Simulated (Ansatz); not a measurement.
The cell is made up: elements placed on another compound's structure type, so the phase may be hypothetical.

Here is the system:

```
AsB
1.0
    8.30805     0.00000     0.00000
   -4.15402     7.19498     0.00000
    4.15402     2.39833     3.39175
B As
6 6
Direct
  0.75000   0.00000   0.75000
  0.25000   0.75000   0.75000
  0.75000   0.25000   0.25000
  0.25000   0.00000   0.25000
  0.50000   0.50000   0.25000
  0.50000   0.50000   0.75000
  0.25000   0.50000   0.75000
  0.75000   0.75000   0.75000
  0.25000   0.25000   0.25000
  0.75000   0.50000   0.25000
  0.50000   0.00000   0.25000
  0.50000   0.00000   0.75000
```

Space group of this cell: Pm-3n. The cell was relaxed by PBE-D3(BJ); by r2SCAN its mean pressure is 0.9 GPa.

Transport runs along the normal of the first two printed cell vectors.

The gap is the functional's own, uncorrected, and κ follows it; spin-orbit coupling is left out. Mid-gap values are interpolated between the computed energies.

Problem. Compute, with Ansatz (a quantum-chemistry and plane-wave program) with r2SCAN, the band gap and the smallest decay constant κ at mid-gap.

Solution. Gap 0.60 eV on a 10×10×10 mesh; κ = 0.122 1/Å, at the zone centre.
